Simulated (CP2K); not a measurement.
Input and output of a self-consistent single point for Ge2W (P1, 3 atoms in the cell) (CP2K).

Method: PBEsol, GPW, DZVP-MOLOPT-SR-GTH basis, GTH-PBE potentials (GTH_POTENTIALS) run with CP2K 2026.2.

```xyz
3
Lattice="4.7164 0.0000 0.0000 2.3730 4.0760 0.0000 -3.5447 -2.0380 2.3508" Properties=species:S:1:pos:R:3 pbc="T T T"
Ge     2.3817     1.3068     0.1183
Ge     4.6420     2.7920    -0.0498
W      0.0657    -0.0228    -0.0685
```

Reference input (self-consistent single point, DFT LDA (Pade form), GPW, DZVP-MOLOPT-SR-GTH basis, GTH-PADE potentials (GTH_POTENTIALS)): CUTOFF = 500 Ry; REL_CUTOFF = 60 Ry; SMEAR/METHOD = GAUSSIAN; SIGMA = 0.05 eV; KPOINTS/SCHEME = MONKHORST-PACK 6 6 7; GAMMA_CENTERED = T; XC_FUNCTIONAL = PADE; Ge/BASIS_SET = DZVP-MOLOPT-SR-GTH-q4; Ge/POTENTIAL = GTH-PADE-q4; W/BASIS_SET = DZVP-MOLOPT-SR-GTH-q14; W/POTENTIAL = GTH-PADE-q14; METHOD = GPW. This run's input differs from it in these lines:

```diff
@@ -44,3 +44,6 @@
     &XC
-      &XC_FUNCTIONAL PADE
+      &XC_FUNCTIONAL
+        &PBE
+          PARAMETRIZATION PBESOL
+        &END PBE
       &END XC_FUNCTIONAL
@@ -77,3 +80,3 @@
       BASIS_SET DZVP-MOLOPT-SR-GTH-q4
-      POTENTIAL GTH-PADE-q4
+      POTENTIAL GTH-PBE-q4
     &END KIND
@@ -81,3 +84,3 @@
       BASIS_SET DZVP-MOLOPT-SR-GTH-q14
-      POTENTIAL GTH-PADE-q14
+      POTENTIAL GTH-PBE-q14
     &END KIND
```

Output, abridged:

```
 SCF WAVEFUNCTION OPTIMIZATION

  Step     Update method      Time    Convergence         Total energy    Change
     1 NoMix/Diag. 0.20E+00      -     1.45020075       -76.7490146025 -7.67E+01
     2 Broy./Diag. 0.20E+00      -     0.00819516       -76.5246380088  2.24E-01
     3 Broy./Diag. 0.20E+00      -     0.05690674       -76.0682671362  4.56E-01
     4 Broy./Diag. 0.20E+00      -     0.00392596       -75.9642926737  1.04E-01
     5 Broy./Diag. 0.20E+00      -     0.00476234       -75.9872460749 -2.30E-02
     6 Broy./Diag. 0.20E+00      -     0.00140656       -76.0046184130 -1.74E-02
   [... 3 lines left out ...]
    10 Broy./Diag. 0.20E+00      -     0.00003803       -75.9959522364 -3.34E-04
    11 Broy./Diag. 0.20E+00      -     0.00000193       -75.9959447158  7.52E-06
    12 Broy./Diag. 0.20E+00      -     0.00000326       -75.9960068508 -6.21E-05
    13 Broy./Diag. 0.20E+00      -     0.00000015       -75.9960209563 -1.41E-05
  *** SCF run converged in    13 steps ***

  Overlap energy of the core charge distribution:               0.00000000799405
  Self energy of the core charge distribution:               -119.10668986008190
  Core Hamiltonian energy:                                     26.31119897868309
  Hartree energy:                                              26.90794817013142
  Exchange-correlation energy:                                -10.10843811136427
  Smearing free energy correction:                             -0.00004014172363
  Fermi energy:                                                 0.42531857479864

  Total energy:                                               -75.99602095633141
  Total energy (extrapolated to sigma->0):                    -75.99600088546958

                     Mulliken Population Analysis

   [... lines left out ...]

 STRESS| Analytical stress tensor [bar]
 STRESS|                        x                   y                   z
 STRESS|      x        6.73034427325E+04   2.21593116539E+03  -7.56355300450E+03
 STRESS|      y        2.21593116539E+03   5.35349291246E+04  -1.30384496723E+03
 STRESS|      z       -7.56355300450E+03  -1.30384496723E+03   5.56737274578E+04
 STRESS| 1/3 Trace                                             5.88373664383E+04
```

The run converged in 13 iterations. Against the reference run the pressure goes from -16.20 to 5.88 GPa and the largest force goes from 1.124 to 1.496 eV/Å.

The starting cell comes from a database of computed structures (which also holds hypothetical and non-ambient phases and stackings), without a prior relaxation at this level. Its atoms were displaced at random from the sites of space group no. 139. Spin polarisation is off. Values carry the incompleteness of an atom-centred basis. The potentials were made for another functional than the one used. With a pressure of about 6 GPa the cell is away from its equilibrium volume at this level. Forces in this geometry exceed 1 eV/Å.

Cost on one core of a shared machine: roughly 2 min.
